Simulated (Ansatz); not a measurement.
Abridged Ansatz (an electronic-structure program) output:

```
Relaxation: its limit of steps is 50 (relax.max_steps)
Pseudopotential: Ti, paw, valence charge 12
Pseudopotential: Al, paw, valence charge 3
Crystal: 2 atoms, lattice volume = 31.036 Å³
Basis set: ecut = 420 eV, 633 PW (Γ), exchange–correlation on 40×40×60 points (8 copies of the dense FFT grid, shifted against one another)
Bands: 12, of which v1, the nominal top of the filled ones, is band 8 counted from 1 (7 counted from 0)
Symmetry: 16 space group operations
k-points: 528 of 5600
Functional: x = pbe(κ = 0.804, μ = 0.2195149727645171), c = pbe(β = 0.06672455060314922)
SCF iter   1: F=—  HF=-3037.973236 eV  |F-HF|=—  |Δ(HF+E_count)|=         —  Δρ=4.32e-3  dr2=4.62e-3  ethr=1.77e-3  ⟨swp⟩=4.9  Hψ=32052  notcnv=0
SCF iter   2: F=—  HF=-3037.972669 eV  |F-HF|=—  |Δ(HF+E_count)|=   5.66e-4  Δρ=2.50e-3  dr2=2.07e-3  ethr=3.08e-5  ⟨swp⟩=1.0  Hψ=10560  notcnv=0
SCF 1 converged in 6 iterations: F = -3037.972446 eV  dr2 = 4.22e-10
relax step   1: F+E_penalty+E_count = -3037.97244635 eV  Δ(F+E_penalty+E_count) = +0.000e0 eV  max|allowed force component| = 2.095e-31 eV/Å  Δτ_max = 0.0000 Å  P = +5.689 GPa  Ω = 31.036 Å³  fix = [a, b, gamma]  reactions: a +7.153, b +7.153 GPa  (6 SCF iters, dr2 threshold 1.00e-7 eV, accepted)
[... steps on the carried basis left out ...]
relax step   6: F+E_penalty+E_count = -3037.97621957 eV  Δ(F+E_penalty+E_count) = +5.007e-7 eV  max|allowed force component| = 3.698e-31 eV/Å  Δτ_max = 0.0000 Å  P = +3.841 GPa  Ω = 31.479 Å³  energy of the carried Pulay correction = -5.770e-7 eV  fix = [a, b, gamma]  reactions: a +5.761, b +5.761 GPa  (7 SCF iters, dr2 threshold 3.70e-10 eV, accepted)
Crystal: 2 atoms, lattice volume = 31.479 Å³
SCF iter   1: F=—  HF=-3037.976208 eV  |F-HF|=—  |Δ(HF+E_count)|=         —  Δρ=2.89e-6  dr2=3.44e-9  ethr=5.03e-9  ⟨swp⟩=3.0  Hψ=50172  notcnv=0
SCF iter   2: F=—  HF=-3037.976220 eV  |F-HF|=—  |Δ(HF+E_count)|=   1.16e-5  Δρ=1.69e-6  dr2=1.71e-9  ethr=2.30e-11  ⟨swp⟩=2.1  Hψ=10709  notcnv=0
SCF 7 converged in 13 iterations: F = -3037.976220 eV  dr2 = 2.62e-20
SCF converged after 13 iterations
Free energy (F): -3037.976220 eV
Internal energy: -3037.917333 eV  (E = F + TS)
E sigma→0 (E₀):  -3037.946777 eV
Entropy (-TS):   -0.058887 eV (-29.444 meV/atom)
Fermi energy:    11.405819 eV
--- Forces (eV/Å), atoms counted from 1 ---
  atom   1  Ti    -0.00000000    -0.00000000     0.00000000
  atom   2  Al     0.00000000     0.00000000     0.00000000
--- Stress (GPa, compression-positive) ---
        5.761409       0.000000       0.000000
        0.000000       5.761409       0.000000
        0.000000       0.000000       0.000061
  P = ⅓ Tr σ = 3.8410 GPa (38.410 kbar)
--- Relaxed structure (5 steps of the walk, 5 accepted, 2 SCFs on fresh bases) ---
  cell:  # Å, volume = 31.4786 Å³
    - [2.7393519862, 0.0, 0.0]
    - [0.0, 2.7393519862, 0.0]
    - [0.0, 0.0, 4.194882133704341]
  atoms:
    - { symbol: Ti, position: [1.3731648731255628e-37, 2.4977723535731367e-49, 0.0] }
    - { symbol: Al, position: [0.5, 0.5, 0.5] }
```

Task: What was computed, and what are the main results?

Result: TiAl, 2 atoms in the cell, with PBE/PAW in Ansatz, no spin-orbit coupling. The last SCF converged to F = -3037.976220 eV, or -1518.9881 eV per atom, at a pressure of 3.84 GPa. The total energy compares only with runs of the same code, potentials and settings.

The cells carry an imposed strain or load. Stability against distortions was not tested. The final runs are not spin-polarised. The cell was made from TiAl (space group P4/mmm, No. 123) by this change: biaxial strain −3.00 %, plane normal [001], relaxed out of plane.

Keys are those of Ansatz 0.2.
